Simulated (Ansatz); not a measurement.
## Effect of biaxial strain +1.50 %, plane normal [001], relaxed out of plane on Nb

The parent structure is Nb in the bcc (W type) structure (space group Im-3m, No. 229; a = 3.273 Å; relaxed with 0.1 eV smearing). Axes: x, y, z lie along the cube axes.

Perturbation: tensile biaxial strain of 1.50 % in the plane normal to [001], as in epitaxy on a mismatched substrate; the out-of-plane cell vector and the atoms relax.

Level of theory: PBEsol (Ansatz, a quantum-chemistry and plane-wave program), no SOC. k-mesh 28×28×28 (Γ-centred); smearing 0.1 eV (Fermi–Dirac).

- Volume per atom = 17.76 Å³ (base 17.53 Å³)
- Shortest interatomic distance = 2.847 Å (base 2.834 Å)
- Energy relative to the base (free energy F) = +5.8 meV/atom
- Pressure (mean of the normal stresses, compression positive) = -2.3 GPa (base 0.0 GPa)
- Band gap = zero (base zero)
- Out-of-plane strain = -1.65 %
- Ratio −ε⊥/ε∥ = 1.10
- Mean in-plane stress (compression positive) = -3.4 GPa

No phonon test of stability was made. All final runs are without spin polarisation.
